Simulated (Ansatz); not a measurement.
# A self-consistent single point of Sb (R-3m, 2 atoms in the cell) with Ansatz

Computed with PBE (plane waves, PAW; Ansatz, a quantum-chemistry and plane-wave program).

The input file:

Ansatz 0.2 input:
```yaml
crystal:
  lattice:
    - [2.163567, 1.249136, 3.806135]
    - [-2.163567, 1.249136, 3.806135]
    - [0.000000, -2.498272, 3.806135]
  atoms:
    - { symbol: Sb, position: [0.268260, 0.268260, 0.268260] }
    - { symbol: Sb, position: [0.731740, 0.731740, 0.731740] }
kpoints:
  mp_grid:
    grid: [8, 8, 8]
hamiltonian:
  xc: pbe
  pseudopotentials:
    kind: paw
scf:
  occupations:
    method: fermi_dirac
    width: 0.136
output:
  forces: true
  eigenvalues: true
  stress: true
```

Output, abridged:

```
WARN basis.ecutwfc = 420 eV, the default
Pseudopotentials: kind: paw
Pseudopotential: Sb, paw, valence charge 15
Crystal: 2 atoms, lattice volume = 61.719 Å³
Basis set: ecut = 420 eV, 1219 PW (Γ), exchange–correlation on 64×64×64 points (8 copies of the dense FFT grid, shifted against one another)
Bands: 19, of which v1, the nominal top of the filled ones, is band 15 counted from 1 (14 counted from 0)
Symmetry: 12 space group operations
Space group: R-3m (ITA 166), of the structure as read, at distance tolerance 4.0e-5 Å
k-points: 65 of 512
Initial density: superposition of atomic densities (neutral atoms: chi_scale 0, normalization atom), corrected by the library's trained network
Initial wavefunctions: pseudopotential atomic-orbital guess
Eigensolver: davidson
Functional: x = pbe(κ = 0.804, μ = 0.2195149727645171), c = pbe(β = 0.06672455060314922)
SCF iter   1: F=—  HF=-12968.980499 eV  |F-HF|=—  |Δ(HF+E_count)|=         —  Δρ=1.39e-3  dr2=1.31e-3  ethr=1.77e-3  ⟨swp⟩=5.8  Hψ=6140  notcnv=0
all-band conjugate gradients solve this SCF's bands
preconditioner: auto → Kerker (q_TF=auto, 2.419 Å⁻¹)
SCF iter   2: F=—  HF=-12968.979076 eV  |F-HF|=—  |Δ(HF+E_count)|=   1.42e-3  Δρ=7.92e-4  dr2=3.43e-4  ethr=4.38e-6  ⟨swp⟩=2.4  Hψ=2709  notcnv=0
SCF iter   3: F=—  HF=-12968.979173 eV  |F-HF|=—  |Δ(HF+E_count)|=   9.70e-5  Δρ=2.76e-4  dr2=4.63e-5  ethr=1.14e-6  ⟨swp⟩=3.0  Hψ=2265  notcnv=0
SCF iter   4: F=—  HF=-12968.979181 eV  |F-HF|=—  |Δ(HF+E_count)|=   8.13e-6  Δρ=1.04e-4  dr2=8.47e-6  ethr=1.54e-7  ⟨swp⟩=2.8  Hψ=2127  notcnv=0
SCF iter   5: F=—  HF=-12968.979182 eV  |F-HF|=—  |Δ(HF+E_count)|=   1.21e-6  Δρ=2.90e-5  dr2=1.14e-6  ethr=2.82e-8  ⟨swp⟩=3.0  Hψ=2260  notcnv=0
SCF iter   6: F=—  HF=-12968.979183 eV  |F-HF|=—  |Δ(HF+E_count)|=   5.54e-7  Δρ=1.43e-5  dr2=1.18e-7  ethr=3.80e-9  ⟨swp⟩=2.0  Hψ=1564  notcnv=0
SCF iter   7: F=-12968.979183 eV  HF=-12968.979183 eV  |F-HF|=1.56e-10  |Δ(HF+E_count)|=   1.71e-8  Δρ=2.78e-6  dr2=6.33e-9  ethr=3.33e-10  ⟨swp⟩=4.8  Hψ=4331  notcnv=0
SCF 1 converged in 7 iterations: F = -12968.979183 eV  dr2 = 6.33e-9
SCF converged after 7 iterations
Free energy (F): -12968.979183 eV
Harris-Foulkes:  -12968.979183 eV  (|F-HF|=1.56e-10)
Internal energy: -12968.958000 eV  (E = F + TS)
E sigma→0 (E₀):  -12968.968592 eV
Entropy (-TS):   -0.021183 eV (-10.591 meV/atom)
Fermi energy:    9.785769 eV
--- Per-component energies (eV) ---
  E_band       = -347.103094
  E_kinetic    = 413.787438
  E_local      = -3235.590293  (includes V_loc(G=0)·N_el)
  E_nonlocal   = 724.291991
  E_hartree    = 1465.662047
  E_xc         = -276.848456
  E_vxc        = -192.426627  (∫ρ·V_xc dr)
  E_paw        = -9150.496304  (= ΣΔE_a)
  E_vpaw       = -988.491480  (= ΣTr[D̂ρ^β])
  E_aug_tail   = -0.000003  (compensation charges beyond the density's cutoff)
  E_ewald      = -2909.764420
  E_smearing   = -0.021183  (= −TS)
  E_closure    = -0.000000  (closes the sum)
  Σ components = -12968.979183   (vs F -12968.979183, Δ=0.00e0)
--- Forces (eV/Å), atoms counted from 1 ---
  atom   1  Sb    -0.00000000     0.00000000    -0.27672887
  atom   2  Sb     0.00000000    -0.00000000     0.27672887
  max |Σ_I F_I| component: 1.85e-17 eV/Å
--- Stress (GPa, compression-positive) ---
        2.098652       0.000000      -0.000000
        0.000000       2.098652      -0.000000
       -0.000000      -0.000000       1.853965
  P = ⅓ Tr σ = 2.0171 GPa (20.171 kbar)
  The stress holds the Pulay correction. Without it, at fixed plane waves, as pw.x and ABINIT print it: P = 1.9846 GPa
--- Band table (eV; the first three rows and the last of 65) ---
  k-point 0: bands = ["-19.6594", "-19.6594", "-19.5752", "-19.5752", "-19.5471", "-19.4641", "-19.4641", "-19.4585", "-19.3856", "-19.3856", "-2.8305", "4.8562", "7.7613", "7.9964", "7.9964", "11.6836", "12.3906", "12.3906", "15.0063"]
  k-point 1: bands = ["-19.6542", "-19.6510", "-19.5724", "-19.5701", "-19.5437", "-19.4681", "-19.4667", "-19.4622", "-19.3939", "-19.3912", "-2.6609", "4.1818", "7.7872", "7.9440", "8.2214", "11.6369", "11.9834", "12.0530", "14.4096"]
  k-point 2: bands = ["-19.6405", "-19.6273", "-19.5657", "-19.5561", "-19.5333", "-19.4795", "-19.4793", "-19.4679", "-19.4159", "-19.4061", "-2.1579", "2.7865", "7.7649", "7.8423", "8.6520", "10.9687", "11.1978", "11.3056", "14.7165"]
  k-point 64: bands = ["-19.6194", "-19.6194", "-19.5604", "-19.5604", "-19.5310", "-19.4743", "-19.4743", "-19.4729", "-19.4297", "-19.4297", "-1.4327", "0.9825", "8.4250", "8.4250", "9.2356", "10.0177", "10.0177", "10.9496", "16.6257"]
```

The run converged in 7 iterations.

The starting cell comes from a database of computed structures (which also holds hypothetical and non-ambient phases and stackings), without a prior relaxation at this level. Its lattice was rescaled by a random factor within 2.5 % of one. Spin-orbit coupling is off. Ansatz's pressure includes its estimate of the finite-basis (Pulay) stress.
